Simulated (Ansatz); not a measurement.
Parameter sweep on SeO3 (P-42_1c, 32 atoms in the cell)

```yaml
crystal:
  lattice:
    - [9.72754, 0.00000, 0.00000]
    - [0.00000, 9.72754, 0.00000]
    - [0.00000, 0.00000, 5.33016]
  atoms:
    - { symbol: O, position: [0.23400, 0.09950, 0.30930] }
    - { symbol: O, position: [0.09950, 0.76600, 0.69070] }
    - { symbol: O, position: [0.76600, 0.90050, 0.30930] }
    - { symbol: O, position: [0.90050, 0.23400, 0.69070] }
    - { symbol: O, position: [0.73400, 0.40050, 0.19070] }
    - { symbol: O, position: [0.59950, 0.73400, 0.80930] }
    - { symbol: O, position: [0.26600, 0.59950, 0.19070] }
    - { symbol: O, position: [0.40050, 0.26600, 0.80930] }
    - { symbol: O, position: [0.11940, 0.10080, 0.84410] }
    - { symbol: O, position: [0.10080, 0.88060, 0.15590] }
    - { symbol: O, position: [0.88060, 0.89920, 0.84410] }
    - { symbol: O, position: [0.89920, 0.11940, 0.15590] }
    - { symbol: O, position: [0.61940, 0.39920, 0.65590] }
    - { symbol: O, position: [0.60080, 0.61940, 0.34410] }
    - { symbol: O, position: [0.38060, 0.60080, 0.65590] }
    - { symbol: O, position: [0.39920, 0.38060, 0.34410] }
    - { symbol: O, position: [0.33610, 0.94520, 0.89580] }
    - { symbol: O, position: [0.94520, 0.66390, 0.10420] }
    - { symbol: O, position: [0.66390, 0.05480, 0.89580] }
    - { symbol: O, position: [0.05480, 0.33610, 0.10420] }
    - { symbol: O, position: [0.83610, 0.55480, 0.60420] }
    - { symbol: O, position: [0.44520, 0.83610, 0.39580] }
    - { symbol: O, position: [0.16390, 0.44520, 0.60420] }
    - { symbol: O, position: [0.55480, 0.16390, 0.39580] }
    - { symbol: Se, position: [0.22370, 0.01250, 0.06300] }
    - { symbol: Se, position: [0.01250, 0.77630, 0.93700] }
    - { symbol: Se, position: [0.77630, 0.98750, 0.06300] }
    - { symbol: Se, position: [0.98750, 0.22370, 0.93700] }
    - { symbol: Se, position: [0.72370, 0.48750, 0.43700] }
    - { symbol: Se, position: [0.51250, 0.72370, 0.56300] }
    - { symbol: Se, position: [0.27630, 0.51250, 0.43700] }
    - { symbol: Se, position: [0.48750, 0.27630, 0.56300] }
```

Base run A: Ansatz (a first-principles code) with PBEsol, default PAW files made with PBE, self-consistent single point.

Its settings: kpoints.mp_grid.grid = 2 2 3; hamiltonian.xc = pbesol; hamiltonian.pseudopotentials = {kind: paw} (the program's default PAW files); scf.occupations.method = cold; scf.occupations.width = 0.2 eV.

The starting cell comes from a database of published, mostly measured structures (it also holds non-ambient and calculated ones), without a prior relaxation at this level. Its lattice was rescaled by a random factor within 2.5 % of one. In the base run, with a pressure of about 6 GPa the cell is away from its equilibrium volume at this level. In the base run, forces exceed 1 eV/Å. Ansatz's pressure includes its estimate of the finite-basis (Pulay) stress.

Total energies depend on the potentials, the functional and any Hubbard or dispersion term, so they are compared only between runs that share all of them.

```
run                                     change  pressure (GPa)  largest force (eV/Å)  gap on the mesh (eV)
---  -----------------------------------------  --------------  --------------------  --------------------
A                                         base            5.98                 1.987                 3.181
B    hamiltonian.xc: pbesol → lda [LDA (PW92)]            2.55                 1.566                 3.052
C         hamiltonian.xc: pbesol → blyp [BLYP]           11.68                 2.804                 3.138
D     hamiltonian.xc: pbesol → r2scan [r2SCAN]            3.51                 1.510                 3.741
```

Run B against A: The pressure goes from 5.98 to 2.55 GPa, the largest force goes from 1.987 to 1.566 eV/Å and the gap on the mesh goes from 3.181 to 3.052 eV.

Run D against A: The pressure goes from 5.98 to 3.51 GPa, the largest force goes from 1.987 to 1.510 eV/Å and the gap on the mesh goes from 3.181 to 3.741 eV.

Left out of this page: 2 runs of the series held back from this collection.

Keys are those of Ansatz 0.2.
